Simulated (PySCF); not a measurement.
PySCF 2.14.0, PBE0/def2-svp, df: Nb(S)(Cl)(NH2)2 ([NH2][Nb]([NH2])(=[S])[Cl]), 9 atoms. The geometry is a generated start, not checked to be a minimum at this level.

```json
{
  "task": "energy",
  "method": "pbe0",
  "basis": "def2-svp",
  "two_electron_scheme": "density fitting",
  "mol.max_memory": "3000 MB",
  "mf.max_cycle": "100",
  "mf.conv_tol": "1e-09 (default)",
  "mf.grids.level": "3 (default)",
  "effective_core_potentials": "those of the basis set, past Kr",
  "basis_functions": "115",
  "grid_points": "127240"
}
```

```xyz
9

Nb     0.5772    -0.0102     0.0846
S      1.4819     1.3577    -1.4067
Cl     2.2495    -0.8642     1.2842
N     -0.3577    -1.3117    -1.0377
H     -0.3940    -1.3477    -2.0595
H     -0.9218    -2.0877    -0.6816
N     -0.6158     1.1842     1.0766
H     -0.7289     2.1946     0.9546
H     -1.2904     0.8850     1.7854
```

Charge 0 and multiplicity 1 are set for this test and not shown to be the ground state.

With the defaults (mf.DIIS = CDIIS, mf.diis = true, mf.level_shift = 0, mf.damp = 0, mf.diis_start_cycle = 1, mf.diis_damp = 0, mf.init_guess = minao, mf.diis_space = 8) it converges in 17 Fock builds. One run each on 2 threads, 1 BLAS thread, with these changes:
- mf.diis = false
- mf.DIIS = EDIIS
- mf.init_guess = atom
- mf.damp = 0.3, mf.diis_start_cycle = 4
- mf.diis_space = 20
- mf.level_shift = 0.1 Hartree
- mf.diis = false, mf.damp = 0.7, mf.diis_start_cycle = 999
- mf.init_guess = mod_huckel
- mf.diis_damp = 0.3

Q: Which of these changes keep the SCF from converging, or lead it to another solution?

A: No convergence: mf.DIIS = EDIIS; mf.diis = false (the run ends without SCF convergence in 100 cycles). The rest reach the solution of the defaults.

| setting | Fock builds | end |
|---|---|---|
| mf.diis_damp = 0.3 | 14 | same solution |
| mf.init_guess = atom | 15 | same solution |
| mf.level_shift = 0.1 Hartree | 16 | same solution |
| the defaults | 17 | same solution |
| mf.diis_space = 20 | 17 | same solution |
| mf.init_guess = mod_huckel | 19 | same solution |
| mf.damp = 0.3, mf.diis_start_cycle = 4 | 22 | same solution |
| mf.diis = false, mf.damp = 0.7, mf.diis_start_cycle = 999 | 30 | same solution |
| mf.DIIS = EDIIS | 101 | no convergence |
| mf.diis = false | 101 | no convergence |
